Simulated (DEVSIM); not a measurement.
**illuminated Si n-on-p cell, one wavelength**

Device: illuminated Si n-on-p cell, one wavelength, at 300 K.

| layer (left to right) | material | thickness (μm) | Nd (cm⁻³) | Na (cm⁻³) | τn (s) | τp (s) | absorption coefficient (cm⁻¹) |
|---|---|---|---|---|---|---|---|
| 1 | Si | 0.110 | 9.7e18 | - | 7.8e-7 | 3.8e-7 | 1200 |
| 2 | Si | 52.0 | - | 2.7e16 | 4.6e-7 | 4.6e-6 | 1200 |

Left contact: ohmic, minority hole recombination velocity 20 cm/s. Right contact: ohmic, minority electron recombination velocity 1e5 cm/s. Voltage is applied to the left contact. Recombination: SRH at mid-gap, radiative, Auger. Light enters at the left, 3.9e16 photons cm⁻² s⁻¹, one pass, no reflection. Mobility is μmin + (μ − μmin)/(1 + (N/Nref)^α).

Constants are typed, rounded textbook-type inputs, not results; the design itself was drawn at random and stands for no fabricated device. Values at 300 K.

| parameter | Si |
|---|---|
| gap (eV) | 1.124 |
| affinity (eV) | 4.05 |
| permittivity | 11.7 |
| Nc (cm⁻³) | 2.86e19 |
| Nv (cm⁻³) | 3.1e19 |
| μn (cm²/Vs) | 1417 |
| μp (cm²/Vs) | 470 |
| μn,min | 52 |
| μp,min | 45 |
| Nref,n | 9.7e16 |
| Nref,p | 2.2e17 |
| αn | 0.68 |
| αp | 0.72 |
| B (cm³/s) | 4.7e-15 |
| Cn (cm⁶/s) | 2.8e-31 |
| Cp (cm⁶/s) | 9.9e-32 |

DEVSIM, 1D drift-diffusion, Boltzmann statistics, complete ionisation; no tunnelling, impact ionisation, image-force lowering or self-heating.

```yaml
potential_step_across_the_device_at_zero_bias: 0.914 V
largest_field_in_the_device_at_zero_bias: 190000 V/cm
Dark forward voltage at 1 A/cm²: 0.673 V
Dark forward voltage at 100 A/cm²: 0.832 V
short_circuit_current: 4.95 mA/cm²
open_circuit_voltage: 0.532 V
fill_factor: 0.81
largest_power: 2.13 mW/cm²
share_of_generated_pairs_collected_at_short_circuit: 0.793
```

Small-signal capacitance in reverse bias (quasi-static):

```csv
V (V),C (nF/cm²)
0.04,51.4
0.1,49.6
0.2,47.0
0.3,44.8
0.4,42.9
0.6,39.7
0.8,37.1
1,35.0
1.3,32.4
1.6,30.3
2,28.1
```

Current under light (generator sign):

```csv
V (V),J (mA/cm²)
0.00,4.95
0.06,4.94
0.14,4.94
0.22,4.94
0.30,4.94
0.38,4.92
0.40,4.90
0.42,4.87
0.44,4.79
0.46,4.62
0.48,4.26
0.50,3.48
0.52,1.79
0.54,-1.84
```
